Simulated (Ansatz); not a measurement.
The starting structures come from a database of crystals and need not be the phases stable at ambient conditions.

Inside the gap of an insulator the Bloch states are evanescent, with a wavenumber k + iκ along the transport direction.

Data:

```xyz
7
Lattice="4.8578 0.0000 0.0000 0.0000 4.8578 0.0000 2.4289 -2.4289 8.1744" Properties=species:S:1:pos:R:3 pbc="T T T"
Sr     2.4289     2.4289     2.8334
Sr     4.8578     0.0000     5.3410
Sr     2.4289     0.0000     0.0000
Sr     0.0000     2.4289     0.0000
As     2.4289     2.4289     5.9538
As     4.8578     0.0000     2.2207
O      2.4289     2.4289     0.0000
```

Space group of this cell: I4/mmm. The cell is taken as given.

Transport runs along the normal of the first two printed cell vectors, the (001) plane of the conventional cell.

The gap is the functional's own. No spin-orbit coupling. Mid-gap values are interpolated on the energy grid.

**Question.** Give the band gap and the smallest decay constant κ at mid-gap that r2SCAN in Ansatz (a program for electronic structure) yields.

**Answer.** Gap 1.56 eV on a 8×8×8 mesh; κ = 0.153 1/Å, at the zone centre.
